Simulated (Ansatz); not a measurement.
The starting structures come from a database of crystals and need not be the phases stable at ambient conditions.

 Where the default PAW files enter, the runs use the earlier of Ansatz's two default sets.

Data:

```xyz
20
Lattice="5.7189 0.0000 0.0000 1.7422 5.8550 0.0000 -2.4347 -1.1429 7.1876" Properties=species:S:1:pos:R:3 pbc="T T T"
Na     1.9070     4.8894     4.2867
Na     3.1194    -0.1773     2.9009
Na     3.8955     2.8002     2.7816
Na     1.1310     1.9119     4.4060
Na     0.7816     0.3610     7.1121
Na     4.2448     4.3512     0.0755
Li     1.3893     3.5704     1.1155
Li     3.6372     1.1417     6.0720
W      4.6635     4.0100     5.7263
W      0.3630     0.7021     1.4612
O      5.6001     3.8639     4.1156
O     -0.5736     0.8482     3.0720
O     -1.3049    -0.7522     6.6672
O      6.3314     5.4643     0.5204
O     -0.2796     2.3669     6.4199
O      5.3060     2.3452     0.7676
O      1.9425     1.6462     1.9565
O      3.0840     3.0659     5.2311
O      2.1579    -0.1237     5.2189
O      2.8686     4.8359     1.9687
```

Space group of this cell: P-1. The cell is taken as given; by r2SCAN its mean pressure is -7.8 GPa.

Transport runs along the normal of the first two printed cell vectors.

The gap is the functional's own. No spin-orbit coupling. Mid-gap values are interpolated on the energy grid.

Problem. Estimate the band gap and the smallest decay constant κ at mid-gap that r2SCAN in Ansatz (a program for electronic structure) returns for this system.

Solution. Gap 3.67 eV on a 6×6×4 mesh; κ = 0.423 1/Å, at the zone centre.
